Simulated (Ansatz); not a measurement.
Input and output of a self-consistent single point for LaP (I4mm, 2 atoms in the cell) (Ansatz, an electronic-structure program).

Method: LDA (PW92), default PAW files made with PBE (plane waves; Ansatz).

The change in words: lattice scaled by 0.98; basis.ecutrho_ratio: default → 12. Reference geometry:
```
LaP
1.0
    0.00000     3.02415     3.02415
    3.02415     0.00000     3.02415
    3.02415     3.02415     0.00000
La P
1 1
Direct
  0.00827   0.00827   0.99173
  0.50000   0.50000   0.50000
```

Reference input (self-consistent single point, DFT, LDA (PW92), plane waves, default PAW files made with PBE): basis.ecutwfc = 420 eV; kpoints.mp_grid.grid = 9 9 9; hamiltonian.xc = lda; hamiltonian.pseudopotentials = {kind: paw} (the program's default PAW files); scf.occupations.method = fermi_dirac; scf.occupations.width = 0.1 eV. This run's input differs from it in these lines:

Ansatz 0.2 input:
```diff
@@ -2,5 +2,5 @@
   lattice:
-    - [0.000000, 3.024150, 3.024150]
-    - [3.024150, 0.000000, 3.024150]
-    - [3.024150, 3.024150, 0.000000]
+    - [0.000000, 2.963667, 2.963667]
+    - [2.963667, 0.000000, 2.963667]
+    - [2.963667, 2.963667, 0.000000]
   atoms:
@@ -10,2 +10,3 @@
   ecutwfc: 420.0 eV
+  ecutrho_ratio: 12
 kpoints:
```

Log, with long lists cut:

```
SCF iter   1: F=—  HF=-6805.213505 eV  |F-HF|=—  |Δ(HF+E_count)|=         —  Δρ=4.13e-3  dr2=6.99e-3  ethr=1.77e-3  ⟨swp⟩=4.9  Hψ=4784  notcnv=0
all-band conjugate gradients solve this SCF's bands
preconditioner: auto → Kerker (q_TF=auto, 2.241 Å⁻¹)
SCF iter   2: F=—  HF=-6805.211254 eV  |F-HF|=—  |Δ(HF+E_count)|=   2.25e-3  Δρ=2.25e-3  dr2=1.86e-3  ethr=4.37e-5  ⟨swp⟩=2.1  Hψ=2398  notcnv=0
SCF iter   3: F=—  HF=-6805.210932 eV  |F-HF|=—  |Δ(HF+E_count)|=   3.22e-4  Δρ=3.96e-4  dr2=9.00e-5  ethr=1.17e-5  ⟨swp⟩=2.6  Hψ=1311  notcnv=0
SCF iter   4: F=—  HF=-6805.210920 eV  |F-HF|=—  |Δ(HF+E_count)|=   1.22e-5  Δρ=7.18e-5  dr2=2.64e-6  ethr=5.62e-7  ⟨swp⟩=2.4  Hψ=1292  notcnv=0
SCF iter   5: F=—  HF=-6805.210920 eV  |F-HF|=—  |Δ(HF+E_count)|=   4.32e-7  Δρ=2.13e-5  dr2=3.50e-7  ethr=1.65e-8  ⟨swp⟩=2.5  Hψ=1551  notcnv=0
SCF iter   6: F=-6805.210920 eV  HF=-6805.210920 eV  |F-HF|=6.16e-9  |Δ(HF+E_count)|=   2.32e-8  Δρ=5.73e-6  dr2=2.65e-8  ethr=6.25e-10  ⟨swp⟩=7.7  Hψ=4908  notcnv=0
SCF 1 converged in 6 iterations: F = -6805.210920 eV  dr2 = 2.65e-8
Free energy (F): -6805.210920 eV
Internal energy: -6805.200799 eV  (E = F + TS)
E sigma→0 (E₀):  -6805.205860 eV
Entropy (-TS):   -0.010121 eV (-5.060 meV/atom)
Fermi energy:    9.393981 eV
--- Forces (eV/Å), atoms counted from 1 ---
  atom   1  La     0.00000000    -0.00000000    -0.14812375
  atom   2  P     -0.00000000     0.00000000     0.14812604
--- Stress (GPa, compression-positive) ---
        0.415461       0.000000       0.000000
        0.000000       0.415461       0.000000
        0.000000       0.000000       0.667140
  P = ⅓ Tr σ = 0.4994 GPa (4.994 kbar)
  The stress holds the Pulay correction. Without it, at fixed plane waves, as pw.x and ABINIT print it: P = 0.4797 GPa
```

The run converged in 6 iterations. Against the reference run the free energy goes down by 18.9 meV/atom, the pressure goes from -3.99 to 0.50 GPa and the largest force goes from 0.113 to 0.148 eV/Å.

The starting cell comes from a database of computed structures (which also holds hypothetical and non-ambient phases and stackings), without a prior relaxation at this level. Its lattice was rescaled by up to half a per cent. One atom was moved a little off its site on purpose. For this run, on top of that: lattice scaled by 0.98. Ansatz's pressure includes its estimate of the finite-basis (Pulay) stress.
